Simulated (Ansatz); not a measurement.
The starting structures come from a database of crystals and need not be the phases stable at ambient conditions.

Inside the gap of an insulator the Bloch states are evanescent, with a wavenumber k + iκ along the transport direction.

Input:

```
CELL_PARAMETERS angstrom
      6.58621     0.00000     0.00000
     -0.00537     7.85118     0.00000
     -1.19856    -3.82050     3.93114
ATOMIC_POSITIONS crystal
  Zn 0.49990 0.25090 0.63790
  Zn 0.50010 0.74910 0.36210
  Zn 0.18830 0.74010 0.76820
  Zn 0.81170 0.25990 0.23180
  H  0.17950 0.92000 0.34910
  H  0.82050 0.08000 0.65090
  P  0.27670 0.25070 0.08770
  P  0.72330 0.74930 0.91230
  O  0.15280 0.99470 0.77040
  O  0.84720 0.00530 0.22960
  O  0.13460 0.38930 0.33110
  O  0.86540 0.61070 0.66890
  O  0.33460 0.37920 0.98040
  O  0.66540 0.62080 0.01960
  O  0.51330 0.75100 0.72150
  O  0.48670 0.24900 0.27850
  O  0.29780 0.89670 0.25450
  O  0.70220 0.10330 0.74550
```

Space group of this cell: P-1. The cell is taken as given; by r2SCAN its mean pressure is -6.0 GPa.

Transport runs along the normal of the first two printed cell vectors.

The gap is the functional's own. No spin-orbit coupling. Mid-gap values are interpolated on the energy grid.

Problem. Compute, with r2SCAN (Ansatz, a first-principles code), the band gap and the smallest decay constant κ at mid-gap.

Solution. Gap 3.78 eV on a 6×6×8 mesh; κ = 0.355 1/Å, at the zone centre.
